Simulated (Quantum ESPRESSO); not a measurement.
Quantum ESPRESSO run on ScPd₃ (P4mm, 4 atoms in the cell): self-consistent single point.

Method of the run: PBEsol, PSlibrary ultrasoft (PBE) pseudopotentials (plane waves; Quantum ESPRESSO 7.5).

```yaml
crystal:
  lattice:
    - [3.99955, 0.00000, 0.00000]
    - [0.00000, 3.99955, 0.00000]
    - [0.00000, 0.00000, 3.99955]
  atoms:
    - { symbol: Sc, position: [0.00000, 0.00000, 0.01250] }
    - { symbol: Pd, position: [0.50000, 0.50000, 0.00000] }
    - { symbol: Pd, position: [0.00000, 0.50000, 0.50000] }
    - { symbol: Pd, position: [0.50000, 0.00000, 0.50000] }
```

Reference input (self-consistent single point, DFT, PBEsol, plane waves, PSlibrary ultrasoft (PBE) pseudopotentials): ecutwfc = 55 Ry; ecutrho = 660 Ry; occupations = smearing; smearing = gaussian; degauss = 0.0073499 Ry; input_dft = pbesol; potentials = {Sc: Sc.pbe-spn-rrkjus_psl.1.0.0.UPF, Pd: Pd.pbe-n-rrkjus_psl.1.0.0.UPF}; K_POINTS = automatic 4 4 4 0 0 0; conv_thr = 1e-11 Ry. This run's input differs from it in these lines:

```diff
@@ -15,5 +15,3 @@
     ecutrho = 660
-    occupations = 'smearing'
-    smearing = 'gaussian'
-    degauss = 0.0073499
+    occupations = 'tetrahedra_opt'
     input_dft = 'pbesol'
```

Output (repeated stretches shortened):

```
     Self-consistent Calculation

     iteration #  1     ecut=    55.00 Ry     beta= 0.70

     total energy              =    -300.42679583 Ry
     estimated scf accuracy    <       0.42574364 Ry

     iteration #  2     ecut=    55.00 Ry     beta= 0.70

     total energy              =    -300.51051850 Ry
     estimated scf accuracy    <       1.32629337 Ry

     iteration #  3     ecut=    55.00 Ry     beta= 0.70

     total energy              =    -300.65117296 Ry
     estimated scf accuracy    <       0.03289998 Ry

   [... 95 blocks of this kind left out ...]

     iteration # 99     ecut=    55.00 Ry     beta= 0.70

     total energy              =    -300.68857227 Ry
     estimated scf accuracy    <       0.00000062 Ry

     iteration #100     ecut=    55.00 Ry     beta= 0.70

     total energy              =    -300.68857254 Ry
     estimated scf accuracy    <       0.00000781 Ry
     End of self-consistent calculation

     convergence NOT achieved after 100 iterations: stopping

   JOB DONE.
```

The run ended unconverged after 100 iterations. 

The starting cell comes from a database of computed structures (which also holds hypothetical and non-ambient phases and stackings), without a prior relaxation at this level. Its lattice was rescaled by up to half a per cent. One atom was moved a little off its site on purpose.

Cost on one core of a shared machine: roughly 5 min.
